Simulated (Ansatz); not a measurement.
CuI: element substitutions

The parent structure is CuI in the zinc blende structure (space group F-43m, No. 216; a = 5.9393 Å).

Each row replaces one element on all its sites; cell and atoms are relaxed.

Levels (all Ansatz, an electronic-structure program, PAW): PBEsol (420 eV, no SOC); r2SCAN (500 eV, no spin-orbit coupling).

Pressures by level, all at the geometries relaxed with PBEsol:

| case | PBEsol | r2SCAN |
|---|---|---|
| base | 0.0 GPa | 2.0 GPa |
| I → S | 0.0 GPa | 2.4 GPa |
| Cu → Ge | 0.0 GPa | 1.1 GPa |

Single points use the geometry relaxed with PBEsol. Their cutoffs differ, which shifts pressures a little. Stability against distortions was not tested. As relaxed here, GeI is a hypothetical phase, not in the database extracts checked. For CuS in this form, whether it has been made was not checked. The final runs are not spin-polarised. An odd electron count without spin: CuS and GeI.
